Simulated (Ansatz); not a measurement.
Al2O3: response to strain

Take Al$_{2}$O$_{3}$ in the corundum structure (space group R-3c, No. 167) as the base.

```
Al2O3
1.0
    2.40441     1.38819     4.37462
   -2.40441     1.38819     4.37462
    0.00000    -2.77638     4.37462
Al O
4 6
Direct
  0.64785   0.64785   0.64785
  0.14785   0.14785   0.14785
  0.35215   0.35215   0.35215
  0.85215   0.85215   0.85215
  0.75000   0.44383   0.05617
  0.05617   0.75000   0.44383
  0.25000   0.55617   0.94383
  0.55617   0.94383   0.25000
  0.94383   0.25000   0.55617
  0.44383   0.05617   0.75000
```

Cartesian axes are those of the cell as printed.

Strains are applied to the cell and any free atomic positions relax.

Level of theory: Kohn–Sham DFT with the PBE functional, run in Ansatz (a program for electronic structure) with PAW and 420 eV plane waves, no spin-orbit coupling.

Notes on the quantities. energy relative to the base: free energy F.

| uniaxial strain ε_zz (%) | energy relative to the base (meV/atom) |
|---|---|
| 0 | 0.0 |
| 0.75 | 0.7 |
| 1.5 | 2.8 |
| 2.25 | ? |
| 3 | 10.8 |

Task: Fit ΔE = Aε² + Bε³ (ε in %) to the rows shown and predict the withheld row.

Result: Least squares on the printed values gives A = 1.29 and B = -0.028 meV/atom (largest residual 0.0 meV/atom); this predicts 6.2 meV/atom, and the run gives 6.1 meV/atom, in agreement.

No phonon test of stability was made.
